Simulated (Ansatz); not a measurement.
# How the elastic constant C44 of AlB2-type ZrB₂ moves with the method

No measured value is used here.

| level (code) | value (GPa) | cell (Å³/atom) |
|---|---|---|
| LDA (Ansatz) | 276 | 9.88 |
| PBE (Ansatz) | 251 | 10.28 |
| PBEsol (Ansatz) | 266 | 10.07 |
| r²SCAN (Ansatz) | ? | 10.28 |

### Question
Complete the blanks.

### Answer

- r²SCAN (Ansatz, an electronic-structure program), value (GPa): 257

Each level is taken at its own relaxed cell. Cutoffs differ between the levels. Ansatz's density-functional and Hartree–Fock values are scalar-relativistic unless marked +SOC, with PAW data made under PBE.
